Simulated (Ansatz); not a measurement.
Thermal properties of GaAs (zinc blende, F-43m) at 300 K from quasi-harmonic lattice dynamics in Ansatz (plane waves, PAW), for several functionals and conditions. The first row is the reference, at zero pressure. Dynamical quadrupoles are not included in the interpolation of the phonons between the solved wave vectors.

| run | q mesh / k mesh | V (Å³/atom) | α_L (10⁻⁶/K) | bulk modulus B_T (GPa) | γ | C_P (J/mol/K) |
|---|---|---|---|---|---|---|
| LDA | 5×5×5 / 10×10×10 | 22.14 | 6.3 | 71.3 | 0.77 | 46.6 |
| PBE | 5×5×5 / 10×10×10 | 23.91 | 8.3 | 56.4 | 0.87 | 47.1 |
| LDA, pressure 15 GPa | 5×5×5 / 10×10×10 | 19.05 | 0.5 | 132 | 0.11 | 45.0 |
| LDA, pressure 5 GPa | 5×5×5 / 10×10×10 | 20.83 | … | … | 0.59 | 46.0 |

Complete the blanks.


- LDA, pressure 5 GPa, α_L (10⁻⁶/K): 3.9
- LDA, pressure 5 GPa, bulk modulus B_T (GPa): 93.4

Whether this phase is the stable one at each condition was not tested.

The PAW data sets were generated under PBE and serve the other functionals too.

Ansatz is a program for electronic structure.
